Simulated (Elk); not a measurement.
Elk run on As (R-3m, 2 atoms in the cell): self-consistent single point.

Method: PBE, spin-orbit coupling in second variation, all-electron FP-LAPW, Elk's shipped species files, default APW+lo basis run with Elk.

```
CELL_PARAMETERS angstrom
      3.68036    -1.88000     0.00000
      3.68036     1.88000     0.00000
      2.72002     0.00000     3.11142
ATOMIC_POSITIONS crystal
  As 0.22700 0.22700 0.22700
  As 0.77300 0.77300 0.77300
```

Reference input (self-consistent single point, DFT, PBE, all-electron FP-LAPW, Elk's shipped species files, default APW+lo basis): xctype = 20; swidth = 0.00183747 Ha; ngridk = 7 7 7; rmtscf = 0.93; maxscl = 100. This run's input differs from it in these lines:

```diff
@@ -6,4 +6,13 @@
 
+spinorb
+  .true.
+
 rmtscf
   0.93
+
+lmaxi
+  3
+
+nempty
+  10
```

The program printed (abridged):

```
│ Self-consistent loop started │
│ Loop number : 1 │
 total energy                :     -4528.30828756
 total moment                :  -0.1810860659E-20  0.4597725387E-19 -0.5968410482E-19
│ Loop number : 2 │
 total energy                :     -4528.26695468
 total moment                :   0.2594425774E-19  0.9943637969E-19 -0.5620698751E-19
RMS change in Kohn-Sham potential (target) :   0.1013269532     (  0.1000000000E-05)
Absolute change in total energy (target)   :   0.4133287782E-01 (  0.1000000000E-03)
│ Loop number : 3 │
 total energy                :     -4525.99839695
   [... lines left out ...]
 total energy                :     -4522.34845913
 total moment                :  -0.8525708360E-20  0.8251712779E-17 -0.2182217376E-19
RMS change in Kohn-Sham potential (target) :   0.1669898954E-06 (  0.1000000000E-05)
Absolute change in total energy (target)   :   0.3445867324E-03 (  0.1000000000E-03)
│ Loop number : 13 │
 total energy                :     -4522.34845181
 total moment                :   0.2994959824E-19  0.8249489144E-17 -0.1883492169E-19
RMS change in Kohn-Sham potential (target) :   0.1718760424E-07 (  0.1000000000E-05)
Absolute change in total energy (target)   :   0.9347325340E-04 (  0.1000000000E-03)
Convergence targets achieved

│ Loop number : 14 │

Energies :
 Fermi                       :     0.256434790742
 xc effective B-field        :    -0.428579241636E-09
 external B-field            :      0.00000000000
 total energy                :     -4522.34845063
 (external B-field energy excluded from total)

Density of states at Fermi energy :    9.474757124
 (states/Hartree/unit cell)

Estimated indirect band gap :   0.8896955246E-03
 from k-point      4 to k-point     36
Estimated direct band gap   :   0.1797589790E-01
 at k-point      4

Charges :
 core                        :    36.00000000
 valence                     :    30.00000000
 interstitial                :    4.106166585
 muffin-tins (core leakage)
  species :    1 (As)
   atom    1                 :    30.94691671     (  0.3943674846E-03)
   [... lines left out ...]
 muffin-tins
  species :    1 (As)
   atom    1                 :  -0.2572917602E-19 -0.1684125648E-20  0.7371858008E-20
   atom    2                 :  -0.2572917602E-19 -0.1684125648E-20  0.7371858008E-20
 total in muffin-tins        :  -0.5145835204E-19 -0.3368251296E-20  0.1474371602E-19
 total moment                :  -0.5145767551E-19  0.8234946029E-17  0.1472662484E-19

│ Self-consistent loop stopped │
```

The run converged in 14 iterations. The count includes the last loop, which Elk runs after its targets are met. 

The starting cell has typed, rounded lattice constants, without a prior relaxation at this level. Values depend on the basis (sphere radii, cutoffs, local orbitals), which need not be converged. The log's line on a gap gives a spacing of levels on this mesh, which the program prints for metals too.
